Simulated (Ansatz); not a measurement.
**Converging zone-centre phonons against the mesh: Sc (P6_3/mmc, 2 atoms in the cell)**

```yaml
crystal:
  lattice:
    - [1.65996, -2.87514, 0.00000]
    - [1.65996, 2.87514, 0.00000]
    - [0.00000, 0.00000, 5.28581]
  atoms:
    - { symbol: Sc, position: [0.33333, 0.66667, 0.25000] }
    - { symbol: Sc, position: [0.66667, 0.33333, 0.75000] }
```

Level of theory: PBE (plane waves, PAW; Ansatz, a first-principles code).

Base settings: basis.ecutwfc = 420 eV; kpoints.mp_grid.grid = 11 11 6; hamiltonian.xc = pbe; hamiltonian.pseudopotentials = {kind: paw} (the program's default PAW files); scf.occupations.method = fermi_dirac; scf.occupations.width = 0.1 eV.

In this ladder: phonons.method = dfpt.

Frequencies are those of the unrelaxed cell, without the LO-TO term of polar crystals.

Only quantities that move along the ladder and can be compared are tabulated.

Core times come from one kind of shared machine, to one figure; runs under 30 s give none.

The starting cell has typed, rounded lattice constants, without a prior relaxation at this level. Its lattice was rescaled by up to half a per cent.

```tsv
kpoints.mp_grid.grid	highest zone-centre frequency (cm⁻¹)	core time / last (rough)
3 3 2	206.8	–
4 4 2	196.7	–
5 5 3	202.8	–
6 6 3	200.4	–
7 7 4	202.0	–
9 9 5	203.2	–
14 14 8	203.1	0.2
17 17 9	203.1	0.2
21 21 12	203.1	0.4
26 26 14	203.1	1
```

Coarsest kpoints.mp_grid.grid that holds the highest zone-centre frequency within 5 cm⁻¹ of the last step, with all finer ones: 5 5 3; the step before is off by 6.3 cm⁻¹.

Keys are those of Ansatz 0.2.
